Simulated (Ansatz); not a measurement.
Cells marked so need not be the phases stable at ambient conditions, and some may be hypothetical.

 Where the default PAW files enter, the runs use the earlier of Ansatz's two default sets.

No gap correction and no spin-orbit coupling; mid-gap values are interpolated between computed energies.

A. Sr$_{2}$GaSbO$_{6}$ (I4/m, not sure to be the ambient phase, 10 atoms a cell, 12.7 Å³ an atom, -6 GPa at this level), along the normal of (001)
B. Zr(MoO$_{4}$)$_{2}$ (P-3m1, not sure to be the ambient phase, 11 atoms a cell, 16.3 Å³ an atom, -2 GPa at this level), along the normal of (100)
C. SrTaNO₂ (I4/mcm, not sure to be the ambient phase, 10 atoms a cell, 13.3 Å³ an atom, -7 GPa at this level), along the normal of (110)
D. KAuF4 (I4/mcm, not sure to be the ambient phase, 12 atoms a cell, 17.0 Å³ an atom), along the normal of (101)

Question: Order them by mid-gap decay constant of the slowest evanescent state (lowest first) at the level PBEsol (Ansatz, a first-principles code).

Answer: C (0.16 1/Å), A (0.19 1/Å), B (0.35 1/Å), D (0.57 1/Å)
